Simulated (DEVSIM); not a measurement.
System: Au/SiO2/p-Si capacitor, at 300 K.

```
layer (left to right)  material  thickness (nm)  Na (cm⁻³)
---------------------  --------  --------------  ---------
1                          SiO2            16.0          -
2                            Si            1600     1.3e17
```

Metal gate on the left, work function 5.1 eV. Fixed charge at the semiconductor interface -6.7e11 cm⁻² (in units of +e); no interface traps.

Constants are typed, rounded textbook-type inputs, not results; the design itself was drawn at random and stands for no fabricated device. Values at 300 K.

```
parameter      SiO2       Si
-------------  ----  -------
gap (eV)          9    1.124
affinity (eV)   0.9     4.05
permittivity    3.9     11.7
Nc (cm⁻³)         -  2.86e19
Nv (cm⁻³)         -   3.1e19
```

Simulated with DEVSIM: 1D Poisson equation in equilibrium, Boltzmann statistics, complete ionisation; no quantum confinement or tunnelling. Metal contacts follow the ideal Schottky-Mott rule: no Fermi-level pinning, no interface dipoles.

The SiO2 thickness was swept, all else fixed.

| SiO2 thickness (μm) | capacitance of the dielectric stack (μF/cm²) | flat-band voltage (V) | minimum of the low-frequency capacitance (μF/cm²) |
|---|---|---|---|
| 0.0064 | 0.540 | 0.27 | 0.107 |
| 0.0088 | 0.392 | 0.34 | 0.0989 |
| 0.011 | 0.314 | 0.41 | 0.0920 |
| 0.014 | 0.247 | 0.50 | 0.0841 |
| 0.016 | 0.216 | 0.56 | 0.0811 |
| 0.019 | 0.182 | 0.66 | 0.0745 |

From the first row to the last the capacitance of the dielectric stack goes from 0.540 to 0.182. From the first row to the last the flat-band voltage goes from 0.27 to 0.66.
